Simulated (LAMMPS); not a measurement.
Molecular dynamics of a melt of Cu (fcc) with 25 % of Cu sites Zr, 864 atoms, cooled from 2170 K to 300 K at 1e+12 K/s, at zero pressure.

All values are model results, not measurements: classical MD, pair style eam/fs, file CuZr_mm.eam.fs, run in LAMMPS.

```yaml
state_found: glass
density: 7.79 g/cm³ (one sample)
volume_per_atom: 15.0 Å³/atom (one sample)
enthalpy_per_atom: -3.988 eV/atom (one sample)
first peak of g(r), Cu-Zr: 2.84 Å, height 4.7
coordination number of Cu by Zr: 3.94 (counted to 3.86 Å)
coordination number of Zr by Cu: 11.8 (counted to 3.86 Å)
first peak of g(r), Cu-Cu: 2.57 Å, height 4.3
coordination number of Cu by Cu: 8.3 (counted to 3.38 Å)
first peak of g(r), Zr-Zr: 3.14 Å, height 3.5
coordination number of Zr by Zr: 3.80 (counted to 3.90 Å)
most common Cu-Cu-Zr angle: at the 3° bin centred on 61.5°, after smoothing over three bins (mean of all 96°)
most common Cu-Cu-Cu angle: at the 3° bin centred on 58.5°, after smoothing over three bins (mean of all 96°)
mean frequency of the vibrational (phonon) density of states: 4.5 THz
cost: around 50 core-minutes (rough)
```

Potential: file CuZr_mm.eam.fs of the LAMMPS distribution.

```
q (1/Å)  number structure factor
-------  -----------------------
0.7200                     0.064
0.9200                     0.044
1.120                      0.047
1.320                      0.038
1.520                      0.029
1.720                      0.048
1.920                      0.064
2.120                      0.137
2.320                      0.495
2.520                       1.25
2.720                       2.04
2.920                       2.33
3.120                       1.92
3.320                       1.22
3.520                      0.678
3.720                      0.439
3.920                      0.398
4.120                      0.477
4.320                      0.685
4.520                      0.988
4.720                       1.25
4.920                       1.34
5.120                       1.25
5.320                       1.13
5.520                       1.08
5.720                       1.06
5.920                       1.00
6.120                      0.910
6.320                      0.842
6.520                      0.837
6.720                      0.889
6.920                      0.962
7.120                       1.03
7.320                       1.07
7.520                       1.10
7.720                       1.09
7.920                       1.06
8.120                       1.02
8.320                      0.971
8.520                      0.948
8.720                      0.950
8.920                      0.970
9.120                      0.990
9.320                      0.998
9.520                      0.996
9.720                      0.996
9.920                       1.00
10.12                       1.02
10.32                       1.03
10.52                       1.02
10.72                       1.01
10.92                      0.998
11.12                      0.991
11.32                      0.989
11.52                      0.989
11.72                      0.990
11.92                      0.994
```

| angle (°) | probability per degree, Cu-Cu-Zr | probability per degree, Zr-Cu-Zr | probability per degree, Cu-Cu-Cu |
|---|---|---|---|
| 37.50 | 0.0000 | 0.0000 | 0.0000 |
| 40.50 | 0.0001 | 0.0000 | 0.0001 |
| 43.50 | 0.0005 | 0.0000 | 0.0008 |
| 46.50 | 0.0015 | 0.0001 | 0.0031 |
| 49.50 | 0.0039 | 0.0005 | 0.0072 |
| 52.50 | 0.0085 | 0.0020 | 0.0132 |
| 55.50 | 0.0160 | 0.0047 | 0.0202 |
| 58.50 | 0.0244 | 0.0108 | 0.0248 |
| 61.50 | 0.0284 | 0.0171 | 0.0217 |
| 64.50 | 0.0256 | 0.0218 | 0.0149 |
| 67.50 | 0.0194 | 0.0185 | 0.0091 |
| 70.50 | 0.0119 | 0.0153 | 0.0057 |
| 73.50 | 0.0066 | 0.0114 | 0.0038 |
| 76.50 | 0.0040 | 0.0086 | 0.0033 |
| 79.50 | 0.0026 | 0.0061 | 0.0030 |
| 82.50 | 0.0022 | 0.0050 | 0.0032 |
| 85.50 | 0.0023 | 0.0053 | 0.0035 |
| 88.50 | 0.0023 | 0.0057 | 0.0040 |
| 91.50 | 0.0025 | 0.0062 | 0.0047 |
| 94.50 | 0.0030 | 0.0064 | 0.0059 |
| 97.50 | 0.0039 | 0.0068 | 0.0075 |
| 100.5 | 0.0053 | 0.0072 | 0.0098 |
| 103.5 | 0.0076 | 0.0088 | 0.0123 |
| 106.5 | 0.0102 | 0.0107 | 0.0144 |
| 109.5 | 0.0131 | 0.0126 | 0.0154 |
| 112.5 | 0.0148 | 0.0159 | 0.0154 |
| 115.5 | 0.0146 | 0.0180 | 0.0145 |
| 118.5 | 0.0132 | 0.0183 | 0.0125 |
| 121.5 | 0.0111 | 0.0162 | 0.0107 |
| 124.5 | 0.0093 | 0.0126 | 0.0091 |
| 127.5 | 0.0073 | 0.0100 | 0.0072 |
| 130.5 | 0.0059 | 0.0074 | 0.0056 |
| 133.5 | 0.0046 | 0.0049 | 0.0043 |
| 136.5 | 0.0039 | 0.0042 | 0.0037 |
| 139.5 | 0.0034 | 0.0038 | 0.0032 |
| 142.5 | 0.0032 | 0.0030 | 0.0027 |
| 145.5 | 0.0029 | 0.0025 | 0.0029 |
| 148.5 | 0.0030 | 0.0025 | 0.0031 |
| 151.5 | 0.0028 | 0.0023 | 0.0032 |
| 154.5 | 0.0030 | 0.0023 | 0.0033 |
| 157.5 | 0.0031 | 0.0024 | 0.0032 |
| 160.5 | 0.0034 | 0.0023 | 0.0032 |
| 163.5 | 0.0037 | 0.0027 | 0.0032 |
| 166.5 | 0.0039 | 0.0027 | 0.0030 |
| 169.5 | 0.0037 | 0.0025 | 0.0030 |
| 172.5 | 0.0034 | 0.0025 | 0.0026 |
| 175.5 | 0.0024 | 0.0020 | 0.0017 |
| 178.5 | 0.0008 | 0.0006 | 0.0006 |
